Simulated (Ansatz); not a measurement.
Structures of equal composition on the (000-1) surface of 4H silicon carbide (C plane on top): (√3x√3)R30° In adatom at H3; (√3x√3)R30° In adatom at T4. The slabs share one bottom face, and each structure is named by its start. These are constructed structures in small cells; real faces may alloy, dewet or reconstruct in larger ones, and not all known structures of the face are among them. Slabs of about 11 Å with all that they carry, Fermi-Dirac smearing of 0.025 eV. Bottom of the slabs: H caps. Relaxed from the named starts with such symmetry as they have, on meshes of like density; energies extrapolated to zero smearing; no spin-orbit coupling, no U. Spin-polarised runs, if any, are marked in brackets, and their order is one that fits the cell; the others ran without spin. Where a second, spin-polarised start was run, the lower counts.

Host crystal: 4H silicon carbide, with a band gap (PBE, scalar-relativistic without spin-orbit coupling).

Level of theory: PBE (plane waves to 420 eV, PAW; Ansatz, a first-principles code).

Rank these by energy per 1x1 cell (lowest first), as PBE gives it.

(√3x√3)R30° In adatom at H3 (0.000 eV, gap 0.62 eV on the mesh), (√3x√3)R30° In adatom at T4 (0.123 eV, gap 0.45 eV on the mesh)
